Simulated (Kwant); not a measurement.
Model system: GaAs/Al0.3Ga0.7As stack with 2 barriers. One parabolic valley. Leads of mass 0.067 mₑ with the band edge at 0; grid 0.1 nm; bias 0 V, dropping linearly over the stack.

| layer | thickness (nm) | band offset (eV) | mass (mₑ) |
|---|---|---|---|
| 1 | 4.8 | 0.24 | 0.092 |
| 2 | 3.2 | 0 | 0.067 |
| 3 | 6.2 | 0.24 | 0.092 |

The device is made up for the run: typed textbook-type constants, with dimensions and the other settings drawn at random.

Model: one-band effective-mass tight-binding model in one dimension, coherent, no space charge (Kwant).

Sweep values stay those of the base run.

The height of the first barrier was swept, all else fixed.

```csv
height of the first barrier (eV),transmission at E = 0.2699 eV,transmission at E = 0.08977 eV,transmission at E = 0.3600 eV,mean transmission over the sweep
0.14,0.35,0.0031,0.92,0.22
0.24,0.039,4.6e-5,0.83,0.15
0.29,0.011,1.3e-5,0.41,0.063
```

From the first row to the last the transmission at E = 0.2699 eV goes from 0.35 to 0.011. From the first row to the last the transmission at E = 0.08977 eV goes from 0.0031 to 1.3e-5.
